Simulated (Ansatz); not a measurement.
ZnO, response to strain

The reference is ZnO in the wurtzite structure (space group P6_3mc, No. 186).

```
CELL_PARAMETERS angstrom
      3.23518     0.00000     0.00000
     -1.61759     2.80175     0.00000
      0.00000     0.00000     5.21141
ATOMIC_POSITIONS crystal
  Zn 0.66667 0.33333 0.00241
  Zn 0.33333 0.66667 0.50241
  O  0.66667 0.33333 0.62279
  O  0.33333 0.66667 0.12279
```

Cartesian axes are those of the cell as printed.

Strains are applied to the cell and any free atomic positions relax; under biaxial strain the out-of-plane vector relaxes too.

Level of theory: plane-wave PAW DFT at the r2SCAN level (Ansatz, a program for electronic structure, 500 eV), no SOC.

Notes on the quantities. pressure: mean of the normal stresses, compression positive.

| change | shortest interatomic distance | pressure | space group | band gap |
|---|---|---|---|---|
| base | 1.970 Å | 0.0 kbar | P6_3mc (No. 186) | 1.24 eV |
| biaxial strain −4.61 %, plane normal [001], relaxed out of plane | 1.941 Å | 72.8 kbar | P6_3mc (No. 186) | 1.16 eV |
| biaxial strain −4.29 %, plane normal [001], relaxed out of plane | 1.944 Å | 67.4 kbar | P6_3mc (No. 186) | 1.17 eV |
| biaxial strain −3.85 %, plane normal [001], relaxed out of plane | 1.947 Å | 60.3 kbar | P6_3mc (No. 186) | 1.18 eV |
| biaxial strain +0.60 %, plane normal [001], relaxed out of plane | 1.975 Å | -8.8 kbar | P6_3mc (No. 186) | 1.24 eV |
| biaxial strain +4.50 %, plane normal [001], relaxed out of plane | 2.005 Å | -57.8 kbar | P6_3mc (No. 186) | 1.26 eV |
| isotropic strain −1.16 % | 1.948 Å | ? | P6_3mc (No. 186) | ? |
| tensor shear ε_yz = +0.62 % | 1.970 Å | 0.0 kbar | Cm (No. 8) | 1.24 eV |
| tensor shear ε_xy = −3.40 % | 1.971 Å | -2.2 kbar | P2_1 (No. 4) | 1.17 eV |

Question: Some entries are withheld; estimate them.

Answer: 
- isotropic strain −1.16 %, pressure: 56.7 kbar
- isotropic strain −1.16 %, band gap: 1.29 eV

Whether these cells are dynamically stable was not tested.
